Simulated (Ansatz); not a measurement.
Results of LDA in Ansatz (PAW) for Rh3GaC (model structure, started from the Ni3MgC type, Pm-3m, No. 221, 5 atoms in the cell).

Run with plane-wave cutoff 520 eV, 14×14×14 k mesh, Fermi–Dirac smearing 0.05 eV, no spin polarisation, scalar-relativistic PAW data made under PBE.

Cell (relaxed at this level):

```cif
data_CGaRh3
_chemical_formula_sum 'Ga1 Rh3 C1'
_space_group_name_H-M_alt 'P 1'
_space_group_IT_number 1
_cell_length_a 3.96606
_cell_length_b 3.96606
_cell_length_c 3.96606
_cell_angle_alpha 90.000
_cell_angle_beta 90.000
_cell_angle_gamma 90.000
loop_
_space_group_symop_operation_xyz
  'x, y, z'
loop_
_atom_site_label
_atom_site_type_symbol
_atom_site_fract_x
_atom_site_fract_y
_atom_site_fract_z
_atom_site_occupancy
Ga1 Ga 0.00000 0.00000 0.00000 1
Rh1 Rh 0.00000 0.50000 0.50000 1
Rh2 Rh 0.50000 0.00000 0.50000 1
Rh3 Rh 0.50000 0.50000 0.00000 1
C1 C 0.50000 0.50000 0.50000 1
```

Problem. What does this level give for the bulk modulus B0?

Solution. 
bulk modulus B0: 265 GPa

Note: the run has no spin polarisation, so it can have missed a magnetic state; the bulk modulus is −V dP/dV from two relaxed cells at ±2 % in volume; the relaxation could raise the start's symmetry but not lower it, so the cell can be a saddle point.

The computed numbers hold no vibrational or temperature effects.

A model structure was made by putting elements into a prototype or built by hand; it is no filed structure, need not be a known phase, and can be a saddle point held by its symmetry.

Ansatz is a program for electronic structure.
